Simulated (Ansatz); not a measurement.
The starting structures come from a database of crystals and need not be the phases stable at ambient conditions.

 Where the default PAW files enter, the runs use the earlier of Ansatz's two default sets.

Given:

```xyz
12
Lattice="4.8609 0.0000 0.0000 2.4304 6.0458 0.0000 0.0000 1.3371 5.2293" Properties=species:S:1:pos:R:3 pbc="T T T"
Sb     3.4711     0.3343     1.3073
Sb     1.3898     1.0028     3.9220
Sb     3.6457     3.6915     2.6147
Sb     1.2152     3.0229     0.0000
O      2.8537     1.8466     2.7874
O      4.4376     5.5364     2.4419
O      5.2842     6.2049     5.0566
O      2.0072     1.1780     0.1727
O      5.1179     2.7524     1.7011
O      2.1734     4.6305     3.5282
O      2.6875     3.9619     0.9136
O      4.6038     3.4210     4.3158
```

Space group of this cell: C2/c. The cell is taken as given; by PBEsol its mean pressure is 1.8 GPa.

Transport runs along the normal of the first two printed cell vectors.

The gap is the functional's own, uncorrected, and κ follows it; spin-orbit coupling is left out. Mid-gap values are interpolated between the computed energies.

### Question
Compute, with Ansatz (a program for electronic structure) with PBEsol, the band gap and the smallest decay constant κ at mid-gap.

### Answer
Gap 2.32 eV on a 8×8×6 mesh; κ = 0.324 1/Å, at (0.000, 0.500) of the in-plane reciprocal vectors. At the zone centre, at the nearest computed energy, the slowest state has κ = 0.40 1/Å.
